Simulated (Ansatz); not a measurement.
Ansatz (a program for electronic structure), DFT, PBE, plane waves, its default PAW files: zinc-blende GaAs, 2 atoms. Basis and mesh were picked for this test and aren't claimed converged.

cell: 4.00, 4.00, 4.00 Å; 60, 60, 60°
task: phonons
k mesh: 8×8×8
hamiltonian.xc: pbe
kind of files: paw
scf.occupations.method: gaussian
scf.occupations.width: 0.05 eV
phonons.method: dfpt
phonons.qmesh: 2×2×2
memory maximum (--max-ram): 600GiB
accuracy: medium (default)
basis.precision: auto (default)
basis.xc_grid: 2 (default)
scf.eigensolver.kind: auto (default)
scf.mixing.algorithm: auto (default)
scf.mixing.preconditioner: auto (default)
scf.convergence.dr2_threshold: 1e-11 (default)
scf.lower_state_search: light (default)
k-points after symmetry: 29
bands at the start: 18
electrons: 28
plane waves at Γ: 893
cutoff (eV): 420
FFT grid: 27×27×27
symmetry operations: 24

Machine: one whole node with four NVIDIA GB200 cards and two Grace (Neoverse V2) sockets of 72 cores, of which 136 in all may be used; each card has its host threads on the socket beside it.

Times are medians of repeated runs, from launch to exit, start-up of the cards included. No other job ran on the node; its own services took about 4 cores, and under one core (or 1.5 %) of those that a run was pinned to. Processes are pinned to neighbouring cores unless said otherwise. The times hold for this build (release build for Arm (Neoverse V2), with CUDA, one process with threads). Scratch files lie in a memory file system.

Started as
```bash
OMP_NUM_THREADS=32 ANSATZ_TIMINGS=1 ansatz run --backend cuda --devices 1 --threads 32 --max-ram 600GiB --events-out run.ndjson --runs-dir run.runs --progress --plain run.yaml
```
(1 card, 32 host threads) it takes 1.9 s and 9 SCF iterations (all cycles of the run, searches included).

Problem. Estimate the wall time with 1 card, 4 host threads.

Solution. About 2.0 s (5 runs within 9 %): level within 8 % or the scatter of repeats. Launch, exit and the like take 0.57 s of the 1.9 s. Change in the result: energy equal as printed, frequencies as printed equal as printed.

Keys are those of Ansatz 0.2.
